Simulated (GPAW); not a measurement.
Band structure of HgPPt5 (P4/mmm, 7 atoms in the cell).

```xyz
7
Lattice="3.9390 0.0000 0.0000 0.0000 3.9390 0.0000 0.0000 0.0000 7.2098" Properties=species:S:1:pos:R:3 pbc="T T T"
Hg     1.9695     1.9695     0.0000
P      0.0000     0.0000     3.6049
Pt     0.0000     1.9695     2.1851
Pt     0.0000     1.9695     5.0248
Pt     1.9695     0.0000     2.1851
Pt     1.9695     0.0000     5.0248
Pt     0.0000     0.0000     0.0000
```

Method: PBEsol, GPAW PAW datasets PBEsol (made by gpaw-setup) (plane waves; GPAW).

Settings: mode = pw; ecut = 550 eV; xc = PBEsol; kpts = 6 6 3; mesh shift (steps) = 0 0 0; occupations.name = fermi-dirac; occupations.width = 0.136 eV; nbands = -11; convergence.forces = 0.001 eV/Å; symmetry.symmorphic = false; symmetry.tolerance = 0.0005; maxiter = 150; bandpath_npoints = 40.

The starting cell comes from a database of computed structures (which also holds hypothetical and non-ambient phases and stackings), without a prior relaxation at this level. Spin-orbit coupling is off. Spin polarisation is off; with an odd number of electrons in the cell that forces a metal, and a magnetic state may lie lower.

Levels in eV from the Fermi level, bands 49 to 55:
```json
[
 {"point": "Γ", "49": "-0.76", "50": "-0.06", "51": "-0.06", "52": "0.46", "53": "0.51", "54": "2.30", "55": "2.72"},
 {"point": "X", "49": "-1.58", "50": "-0.75", "51": "-0.38", "52": "-0.27", "53": "0.13", "54": "0.92", "55": "2.70"},
 {"point": "M", "49": "-0.96", "50": "-0.68", "51": "-0.03", "52": "-0.03", "53": "0.44", "54": "1.24", "55": "1.38"},
 {"point": "Z", "49": "-0.02", "50": "0.46", "51": "0.51", "52": "1.05", "53": "2.12", "54": "2.12", "55": "2.99"},
 {"point": "R", "49": "-1.54", "50": "-1.41", "51": "-1.32", "52": "-0.60", "53": "1.97", "54": "2.56", "55": "3.09"},
 {"point": "A", "49": "-0.82", "50": "-0.78", "51": "-0.43", "52": "0.96", "53": "0.96", "54": "1.31", "55": "1.38"}
]
```

Bands cross the Fermi level along this path, so the cell is metallic at this level.
